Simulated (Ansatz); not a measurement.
Hypothetical anti-perovskite Mg3SiO: response to strain

Base system: Mg3SiO in the anti-perovskite structure (space group Pm-3m, No. 221; a = 4.190 Å; a hypothetical phase, not in the database extracts checked). Axes: x, y, z lie along the cube axes.

Strains are applied to the cell and any free atomic positions relax; under biaxial strain the out-of-plane vector relaxes too.

Levels (all Ansatz, a program for electronic structure, PAW): PBEsol (420 eV, no spin-orbit coupling); r2SCAN (500 eV, scalar-relativistic without spin-orbit coupling).

Pressures by level, all at the geometries relaxed with PBEsol:

```tsv
case	PBEsol	r2SCAN
base	0.0 GPa	-0.4 GPa
biaxial strain −2.03 %, plane normal [001], relaxed out of plane	2.9 GPa	2.5 GPa
isotropic strain +2.14 %	-4.7 GPa	-5.3 GPa
uniaxial strain ε_xx = −5.75 %	6.1 GPa	5.9 GPa
uniaxial strain ε_xx = −1.01 %	0.9 GPa	0.5 GPa
```

Single points use the geometry relaxed with PBEsol. Their cutoffs differ, which shifts pressures a little. Stability against distortions was not tested. All final runs are without spin polarisation.
